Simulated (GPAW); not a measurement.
**Equation of state of zinc-blende BeTe (space group 216): energy against volume (GPAW, PBE)**

```yaml
crystal:
  lattice:
    - [0.00000, 2.76495, 2.76495]
    - [2.76495, 0.00000, 2.76495]
    - [2.76495, 2.76495, 0.00000]
  atoms:
    - { symbol: Be, position: [0.00000, 0.00000, 0.00000] }
    - { symbol: Te, position: [0.75000, 0.75000, 0.75000] }
```

Method of the run: PBE, GPAW PAW datasets PBE (gpaw-data 1.0.1) (plane waves; GPAW). Settings: mode = pw; ecut = 780 eV; xc = PBE; kpts = 10 10 10; mesh shift (steps) = 0 0 0; occupations.name = fermi-dirac; occupations.width = 0.01 eV; nbands = -6; convergence.density = 1e-05 e/electron; convergence.bands = -4; symmetry.symmorphic = false; symmetry.tolerance = 0.0005; maxiter = 100. The cell above is the first row's. The rows scale it uniformly. In all rows fractional positions and the k mesh are held. E is the free energy at the stated smearing, counted from the lowest row.

```
V (Å^3/atom)  E (meV/atom)
------------  ------------
21.138                   ?
21.597               10.87
22.057                3.54
22.516                0.04
22.976                0.00
23.435                3.09
23.895                9.02
24.354               17.50
24.814               28.29
```

Fit E of the 8 rows that show it with the third-order Birch-Murnaghan form, a cubic in V^(-2/3). With u = V^(-2/3) - 0.123, the rows have u = 0.005945, 0.004146, 0.002412, 0.000732, -0.000888, -0.002461, -0.003980, -0.005456. Least squares gives E = 1.020 - 1815.1·u + 583819·u² + 46502·u³. Residuals (row less fit): -0.003, 0.007, 0.001, -0.004, -0.002, -0.002, 0.011, -0.005; standard error 0.007 (degrees of freedom: 4). Its minimum lies at u = 0.001554, so V0 = (0.124554)^(-3/2) = 22.75. There d²E/du² = 1168000 and d³E/du³ = 279000, so B0 = (4/9) × 22.75^(-7/3) × 1168000 × 0.160218 = 56.7 GPa (the last factor turns the table's units into GPa), and B0' = 4 + (2/3) × 0.124554 × (279000)/1168000 = 4.0. The program's pressures in the fitted runs (not shown) pass through zero at V = 22.75, 0.00 % from this V0.

Predict the withheld E at V = 21.138 from the fit, and compare with the calculation.

u = 0.007805, so E = 1.020 - 1815.1 × 0.007805 + 583819 × 0.007805² + 46502 × 0.007805³ = 22.440 meV/atom. The calculation gives 22.45 meV/atom, 0.010 meV/atom above the prediction (under 0.05 % of the range of E in the table). The row lies outside the fitted rows, so this is an extrapolation. From the scatter of the fitted rows alone, a prediction at this place has a standard error of 0.022 meV/atom, so the miss is 0.5 times that.

Carrying the step between the two nearest rows on in a straight line would have given 18.18, off by 4.27; series whose last step already gives the withheld value aren't shown. The scan was laid around a cell of about the measured size, scaled by a guess for this functional. The runs keep the symmetry of the cell, so they don't test it for distortions. Spin-orbit coupling is off. Cutoffs and mesh are single choices, not tested for convergence of this quantity. Series with a scatter that would blur these digits, or in which a gap closes, are not shown. Nor are scans whose minimum lies at an end fitted in this form.
